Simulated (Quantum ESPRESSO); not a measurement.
Quantum ESPRESSO run on Sn₂Pt (Fm-3m, 3 atoms in the cell): self-consistent single point.

Method: PBEsol, GBRV 1.5 ultrasoft (PBESOL) pseudopotentials (plane waves; Quantum ESPRESSO 7.5).

```
CELL_PARAMETERS angstrom
     -3.21950     0.00000     3.21950
      0.00000     3.21950     3.21950
     -3.21950     3.21950     0.00000
ATOMIC_POSITIONS crystal
  Sn 0.25000 0.25000 0.25000
  Sn 0.75000 0.75000 0.75000
  Pt 0.00000 0.00000 0.00000
```

Reference input (self-consistent single point, DFT, PBEsol, plane waves, GBRV 1.5 ultrasoft (PBESOL) pseudopotentials): ecutwfc = 40 Ry; ecutrho = 320 Ry; occupations = smearing; smearing = fermi-dirac; degauss = 0.0036749 Ry; potentials = {Sn: sn_pbesol_v1.4.uspp.F.UPF, Pt: pt_pbesol_v1.4.uspp.F.UPF}; K_POINTS = automatic 6 6 6 1 1 1; conv_thr = 1e-11 Ry. This run's input differs from it in these lines:

```diff
@@ -15,3 +15,3 @@
     ecutwfc = 40
-    ecutrho = 320
+    ecutrho = 120
     occupations = 'smearing'
```

The program printed (abridged):

```
     Self-consistent Calculation

     iteration #  1     ecut=    40.00 Ry     beta= 0.70

---- Real-time Memory Report at c_bands before calling an iterative solver
            77 MiB given to the printing process from OS
            43 MiB allocation reported by mallinfo(arena+hblkhd)
------------------

     negative rho (up, down):  1.669E-01 0.000E+00

     total energy              =    -525.17301351 Ry
     estimated scf accuracy    <       6.15997625 Ry

     iteration #  2     ecut=    40.00 Ry     beta= 0.70

---- Real-time Memory Report at c_bands before calling an iterative solver
   [... lines left out ...]
           104 MiB given to the printing process from OS
            72 MiB allocation reported by mallinfo(arena+hblkhd)
------------------

     negative rho (up, down):  1.804E-01 0.000E+00

     total energy              =    -528.47248225 Ry
     estimated scf accuracy    <          1.2E-11 Ry

     iteration # 18     ecut=    40.00 Ry     beta= 0.70

---- Real-time Memory Report at c_bands before calling an iterative solver
           104 MiB given to the printing process from OS
            72 MiB allocation reported by mallinfo(arena+hblkhd)
------------------

     negative rho (up, down):  1.804E-01 0.000E+00
     End of self-consistent calculation

     the Fermi energy is    14.2420 ev

!    total energy              =    -528.47248225 Ry
     estimated scf accuracy    <          1.6E-14 Ry
     smearing contrib. (-TS)   =      -0.00097642 Ry
     internal energy E=F+TS    =    -528.47150582 Ry

     convergence has been achieved in  18 iterations

     negative rho (up, down):  1.804E-01 0.000E+00

     Forces acting on atoms (cartesian axes, Ry/au):

     atom    1 type  1   force =     0.00000000    0.00000000    0.00000000
   [... zero for the other atoms too ...]

     Total force =     0.000000     Total SCF correction =     0.000000

     negative rho (up, down):  1.804E-01 0.000E+00
          total   stress  (Ry/bohr**3)                   (kbar)     P=        1.92
   0.00001307   0.00000000   0.00000000            1.92        0.00        0.00
   0.00000000   0.00001307  -0.00000000            0.00        1.92       -0.00
   0.00000000  -0.00000000   0.00001307            0.00       -0.00        1.92

   JOB DONE.
```

The run converged in 18 iterations. Against the reference run the free energy hardly moves (within 1 meV/atom) and the pressure goes from 0.08 to 0.19 GPa.

The starting cell comes from a database of published, mostly measured structures (it also holds non-ambient and calculated ones), without a prior relaxation at this level. Spin polarisation is off.
